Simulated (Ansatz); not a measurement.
```
AgI
1.0
    4.59540     0.00000     0.00000
    2.29770     3.97973     0.00000
    2.29770    -1.32658     3.69223
I Ag
1 1
Direct
  0.50289   0.74856   0.24567
  0.99711   0.00144   0.00433
```

No spin polarisation.

Calculations: PBEsol (Ansatz, an electronic-structure program), scalar-relativistic without spin-orbit coupling. Settings: 9×9×9 k-points, 0.05 eV Fermi–Dirac smearing.

Question: Predict the electron mass and band gap.

Answer: 
```json
{
  "electron_mass": "0.16 mₑ out of plane, 0.15 mₑ in plane (at Γ)",
  "band_gap": "1.19 eV"
}
```

With I present, leaving out spin-orbit coupling can change the band edges. The cells carry an imposed strain or load. Masses are band curvatures over ±0.01 Å⁻¹ around the edge. Stability against distortions was not tested. The cell was made from AgI in the zinc blende structure (space group F-43m, No. 216) by this change: biaxial strain +0.76 %, plane normal [111], relaxed out of plane.
